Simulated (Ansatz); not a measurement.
## By hand: formation energy of O_i in Zr (hcp, P6₃/mmc)

This concerns the formation energy of O_i in Zr (hcp, P6₃/mmc). Reaction: 36 Zr (hcp) + 1/2 O2 (gas) → cell A.

A: a supercell of 36 sites of Zr (hcp, P6₃/mmc) with O off the lattice sites (6 Zr at 2.27 Å); spin state with PBE: run without spin.

Ansatz (a first-principles code) with PAW potentials; structures come from PBE relaxations, nuclei static, no net charge. Ansatz runs with its PAW set soft_1. Other levels take these structures. The lattices are those relaxed with PBE, so at other levels the solids can be strained, which adds to the spread. Larger cells are relaxed from a start prepared with the learned potential CHGNet, on a coarser mesh till forces fall under 0.03 eV/Å, which some starts already meet. A dispersion term (D3(BJ), or D4 for r2SCAN) was computed beside these levels and is taken off wherever the name lacks it. Space groups of crystals are read within 0.01 Å. Mesh and cell size may move defect energies by 0.1 eV or more. Cell A has symmetry P-3m1 within 0.02 Å and got no random move, so less symmetric positions, which may lie lower, weren't tried.

Total energies of the cells in eV, at zero smearing width. They compare only within one column; the weights balance every element.

```
cell       atoms  weight            PBE     PBE+D3(BJ)
---------  -----  ------  -------------  -------------
A: Zr:O_i     37      +1  -151189.41311  -151208.57714
Zr (hcp)      36      −1  -150618.97260  -150637.89007
O2 (gas)       2    −1/2    -1129.95062    -1129.95795
```

PBE: (-151189.41311) − (-150618.97260) − 1/2 × (-1129.95062) = -5.465 eV.

PBE+D3(BJ): (-151208.57714) − (-150637.89007) − 1/2 × (-1129.95795) = -5.708 eV.
